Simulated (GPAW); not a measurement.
Band structure of Ba3P2 (Pm-3m, 5 atoms in the cell).

```
CELL_PARAMETERS angstrom
      6.04929     0.00000     0.00000
      0.00000     6.04929     0.00000
      0.00000     0.00000     6.04929
ATOMIC_POSITIONS crystal
  Ba 0.00000 0.50000 0.50000
  Ba 0.50000 0.00000 0.50000
  Ba 0.50000 0.50000 0.00000
  P  0.00000 0.00000 0.00000
  P  0.50000 0.50000 0.50000
```

Computed with PBEsol, GPAW PAW datasets PBEsol (made by gpaw-setup) (plane waves; GPAW).

Settings: mode = pw; ecut = 600 eV; xc = PBEsol; kpts = 3 3 3; mesh shift (steps) = 0 0 0; occupations.name = methfessel-paxton; occupations.width = 0.2 eV; occupations.order = 0; nbands = -11; symmetry.symmorphic = false; symmetry.tolerance = 0.0005; maxiter = 150; bandpath_npoints = 40.

The starting cell comes from a database of computed structures (which also holds hypothetical and non-ambient phases and stackings), without a prior relaxation at this level. The run gives no clean gap (levels at the Fermi energy touch, overlap or are partly filled at this smearing), which alone does not show that the compound is a metal.

Levels in eV from the Fermi level, bands 17 to 24:
| point | 17 | 18 | 19 | 20 | 21 | 22 | 23 | 24 |
|---|---|---|---|---|---|---|---|---|
| Γ | -0.55 | -0.10 | -0.10 | -0.10 | -0.09 | 0.43 | 0.43 | 0.43 |
| X | -0.76 | -0.76 | -0.64 | -0.64 | 0.67 | 1.16 | 1.53 | 1.95 |
| M | -1.09 | -0.96 | -0.96 | -0.78 | 1.77 | 1.77 | 2.14 | 2.15 |
| R | -2.74 | -0.63 | -0.63 | -0.63 | 1.37 | 1.67 | 1.67 | 1.67 |

Bands cross the Fermi level along this path, so the cell is metallic at this level.
